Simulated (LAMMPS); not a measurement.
MD of V (bcc) at zero pressure, 1024 atoms, as a crystal; each row is its own run.

Model: classical MD, pair style meam, file MoCoNiVFeAlCr_2nn.meam; code LAMMPS.

```
T (K)  volume (Å³/atom)
-----  ----------------
300              14.023
1310             14.503
1640             14.703
```

Problem. Fit a straight line, y = a + b x, to these rows (x is the first column, y the second) and predict the run at x = 980.

Solution. Least squares gives a = 13.868 and b = 0.0004999. At x = 980 the fit predicts 14.358 Å³/atom. The run itself gave 14.3229 ± 0.0007 Å³/atom, so the fit is 0.24 % high.

Caution (row 1640): this crystal lies over the melting point of about 1480 K that MEAM MoCoNiVFeAlCr_2nn.meam gives, so it is superheated.
